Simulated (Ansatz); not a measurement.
# A computed series for Se: element substitutions

Consider Se (space group P3_121, No. 152; made of chains).

```
Se
1.0
    4.03942     0.00000     0.00000
   -2.01971     3.49824     0.00000
    0.00000     0.00000     5.12067
Se
3
Direct
  0.24866   0.24866   0.50000
  0.75134   0.00000   0.83333
  0.00000   0.75134   0.16667
```

Each row replaces one element on all its sites; cell and atoms are relaxed.

Calculations: Kohn–Sham DFT with the PBEsol functional, run in Ansatz (a first-principles code) with PAW and 420 eV plane waves, no spin-orbit coupling.

```json
[
 {"variant": "base", "space group": "P3_121 (No. 152)", "volume per atom": "24.12 Å³"},
 {"variant": "Se → Rh", "space group": "Pm-3m (No. 221)", "volume per atom": "15.61 Å³"},
 {"variant": "Se → Pd", "space group": "Fm-3m (No. 225)", "volume per atom": "14.55 Å³"},
 {"variant": "Se → W", "space group": "[?]", "volume per atom": "[?]"}
]
```

Complete the table.


- Se → W, space group: Im-3m (No. 229)
- Se → W, volume per atom: 15.69 Å³

Whether these cells are dynamically stable was not tested. As relaxed here, Rh is a hypothetical phase, not in the database extracts checked. The final runs are not spin-polarised. No dispersion term is included in the PBEsol runs. Rh has a high density of states at the Fermi level and may be magnetic at this level.
